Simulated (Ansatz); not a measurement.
## A computed series for ZnSe: response to strain

The parent structure is ZnSe in the zinc blende structure (space group F-43m, No. 216).

```
CELL_PARAMETERS angstrom
      0.00000     2.83278     2.83278
      2.83278     0.00000     2.83278
      2.83278     2.83278     0.00000
ATOMIC_POSITIONS crystal
  Zn 0.00000 0.00000 0.00000
  Se 0.25000 0.25000 0.25000
```

Cartesian axes are those of the cell as printed.

Strains are applied to the cell and any free atomic positions relax.

Method: Kohn–Sham DFT with the r2SCAN functional, run in Ansatz (an electronic-structure program) with PAW and 500 eV plane waves, spin-orbit coupling left out.

Notes on the quantities. energy relative to the base: free energy F.

```
case                         band gap  shortest interatomic distance  energy relative to the base
---------------------------  --------  -----------------------------  ---------------------------
base                          1.87 eV                        2.453 Å                   0 meV/atom
tensor shear ε_xy = +1.43 %   1.77 eV                        2.446 Å                +2.4 meV/atom
tensor shear ε_xy = +2.00 %   1.73 eV                        2.443 Å                +4.7 meV/atom
tensor shear ε_xy = +0.86 %         ?                              ?                            ?
tensor shear ε_xy = +1.14 %   1.79 eV                        2.447 Å                +1.5 meV/atom
tensor shear ε_xy = +1.71 %   1.75 eV                        2.445 Å                +3.4 meV/atom
tensor shear ε_xy = +0.57 %   1.83 eV                        2.450 Å                +0.4 meV/atom
tensor shear ε_xy = +0.29 %   1.85 eV                        2.452 Å                +0.1 meV/atom
```

Question: What belongs in the blanks?

Answer: 
- tensor shear ε_xy = +0.86 %, band gap: 1.81 eV
- tensor shear ε_xy = +0.86 %, shortest interatomic distance: 2.449 Å
- tensor shear ε_xy = +0.86 %, energy relative to the base: +0.9 meV/atom

Stability against distortions was not tested.
